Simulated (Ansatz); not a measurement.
BiVO4 (I4₁/amd, No. 141, 12 atoms in the cell; start mp-545850; a measured phase of this formula has another space group) was calculated with r²SCAN+rVV10 (PAW; Ansatz, a first-principles code).

Numerical settings: plane-wave cutoff 560 eV, 8×8×8 k mesh, Fermi–Dirac smearing 0.01 eV, no spin polarisation, scalar-relativistic PAW data made under PBE.

Cell (relaxed at this level):

```cif
data_Bi2O8V2
_chemical_formula_sum 'V2 Bi2 O8'
_space_group_name_H-M_alt 'P 1'
_space_group_IT_number 1
_cell_length_a 6.06469
_cell_length_b 6.06469
_cell_length_c 6.06469
_cell_angle_alpha 106.340
_cell_angle_beta 106.340
_cell_angle_gamma 115.933
loop_
_space_group_symop_operation_xyz
  'x, y, z'
loop_
_atom_site_label
_atom_site_type_symbol
_atom_site_fract_x
_atom_site_fract_y
_atom_site_fract_z
_atom_site_occupancy
V1 V 0.25000 0.75000 0.50000 1
V2 V 0.50000 0.50000 0.00000 1
Bi1 Bi 0.00000 0.00000 0.00000 1
Bi2 Bi 0.75000 0.25000 0.50000 1
O1 O 0.66910 0.48748 0.81837 1
O2 O 0.23748 0.91910 0.31837 1
O3 O 0.66910 0.85073 0.18163 1
O4 O 0.60073 0.91910 0.68163 1
O5 O 0.08090 0.39927 0.31837 1
O6 O 0.51252 0.33090 0.18163 1
O7 O 0.08090 0.76252 0.68163 1
O8 O 0.14927 0.33090 0.81837 1
```

Task: Predict the band gap and Γ–Γ gap.

Result: 
band gap: 2.86 eV (on the SCF k mesh)
Γ–Γ gap: 3.89 eV

Note: the relaxation could not lower the start's symmetry, so the cell can be a saddle point above a distorted one.

Spin–orbit coupling is not included; with these elements it can move the gap by several tenths of an eV or more.

The result took about 5 core-minutes (a rough figure).

A start named mp-… is a Materials Project structure, which need not be a measured phase.
